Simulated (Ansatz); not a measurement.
The reference is KTaO₃ in the cubic perovskite structure (space group Pm-3m, No. 221).

```
CELL_PARAMETERS angstrom
      4.02436     0.00000     0.00000
      0.00000     4.02436     0.00000
      0.00000     0.00000     4.02436
ATOMIC_POSITIONS crystal
  K  0.00000 0.00000 0.00000
  Ta 0.50000 0.50000 0.50000
  O  0.50000 0.00000 0.50000
  O  0.00000 0.50000 0.50000
  O  0.50000 0.50000 0.00000
```

Level of theory: DFT with PBE, PAW potentials and a 420 eV plane-wave cutoff in Ansatz (an electronic-structure program), scalar-relativistic without spin-orbit coupling.

Strains are applied to the cell and any free atomic positions relax.

One change was made to it. Results:

| quantity | base | after |
|---|---|---|
| pressure | 0.1 kbar | -89.3 kbar |
| mean gap deformation potential ΔEg/Δln V | – | -2.4 eV |
| energy relative to the base (free energy F) | 0 meV/atom | +21 meV/atom |

Problem. Name the change that was made.
A) isotropic strain +3.00 %
B) isotropic strain +2.40 %
C) isotropic strain +1.80 %
D) isotropic strain +0.60 %
E) isotropic strain +1.20 %

Solution. C, isotropic strain +1.80 %. For comparison, the energy relative to the base in the other runs: isotropic strain +2.40 % gives +37 meV/atom; isotropic strain +0.60 % gives +2.4 meV/atom; isotropic strain +1.20 % gives +9.5 meV/atom; isotropic strain +3.00 % gives +56 meV/atom.

Spin-orbit coupling, missing from the scalar runs, can matter with Ta. Gaps are read on the SCF mesh and a high-symmetry path. No phonon test of stability was made.
